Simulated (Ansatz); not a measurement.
SiCl2 on the (100) surface of germanium (p(2x2) alternately buckled dimers; a constructed slab, bottom: dihydride, held), one in a cell of 66 Å², energies for each. Energies are against SiCl4(g) − Cl2(g), without zero-point or thermal terms; each row is named by its start (#2, #3: further inequivalent places of a kind).

Method: PBE (plane waves to 420 eV, PAW; Ansatz, a quantum-chemistry and plane-wave program).

Slab: 43 atoms, 11.3 Å thick at the start with caps and adatoms under the adsorbate (thin: gaps and levels are the slab's own); k 3x3x1, smearing 0.01 eV, dipole-corrected; 24 atoms held, the rest relaxed; each run with such symmetry as its start has; no spin, no spin-orbit, no U, no dispersion correction.

A negative adsorption energy means that the adsorbate is more stable on the surface than in its reference. Starts that drift may end in the same place. Heights count from the host atoms within 0.3 Å of the top one.

```
starting site                               E_ads (eV)  height (Å)  nearest host atom (Å)  bonded to  change of the vacuum step (eV)  lateral drift (Å)
------------------------------------------  ----------  ----------  ---------------------  ---------  ------------------------------  -----------------
top Ge (the adsorbate rearranged the host)        4.16        1.63                Ge 2.40         Ge                           -0.16                0.4
top Ge #2                                         3.84        1.57                Ge 2.38         Ge                           -0.14                0.9
over Ge at depth 1.6 Å                            2.98        1.16                Ge 2.50       2 Ge                            0.67                0.2
hollow Ge-Ge-Ge-Ge over Ge at depth 3.2 Å         2.98        1.17                Ge 2.50       2 Ge                            0.67                1.6
hollow Ge-Ge-Ge over Ge at depth 3.0 Å            3.55        1.98                Ge 2.52         Ge                            0.46                3.2
bridge Ge-Ge (span 4.1 Å)                         2.98        1.17                Ge 2.50       2 Ge                            0.67                0.6
bridge Ge-Ge (span 2.4 Å)                         3.84        1.56                Ge 2.38         Ge                           -0.13                2.1
```
